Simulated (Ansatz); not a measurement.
Given:

```yaml
crystal:
  lattice:
    - [3.58931, 0.00000, 0.00000]
    - [-1.79466, 3.10844, 0.00000]
    - [0.00000, 0.00000, 5.55310]
  atoms:
    - { symbol: Hf, position: [0.00000, 0.00000, 0.00000] }
    - { symbol: S, position: [0.66667, 0.33333, 0.74045] }
    - { symbol: S, position: [0.33333, 0.66667, 0.25955] }
```

Calculation: PBEsol+D3BJ with spin-orbit coupling, rigid bands (plane waves, PAW; Ansatz, an electronic-structure program). Condition of this run: biaxial stress xx = yy = -2 GPa (compression positive) (the target of the relaxation). How the cell was made: cell and atoms relaxed with PBEsol+d3bj, then loaded as said.

Q: What conductivity effective mass do dilute electrons have at 300 K?

A: 0.44 (x), 0.44 (y), 1.98 (z) mₑ.

Q: What conductivity effective mass do dilute holes have at 300 K?

A: 1.67 (x), 1.67 (y), 0.23 (z) mₑ.

Q: And the band gap?

A: 0.53 eV at this level; semilocal functionals usually fall short of the measured gap.

Rigid bands, one relaxation time for all states, no polarons. Geometry: cell and atoms relaxed with PBEsol+D3(BJ).

Computed structure with no diffraction record at hand here (it may be known, metastable or hypothetical): HfS2 under load (space group P-3m1). PBEsol with a dispersion correction tends to overbind, so the cell can be several per cent short, in bad cases over ten, which usually narrows a gap: HfS2 under load (space group P-3m1).
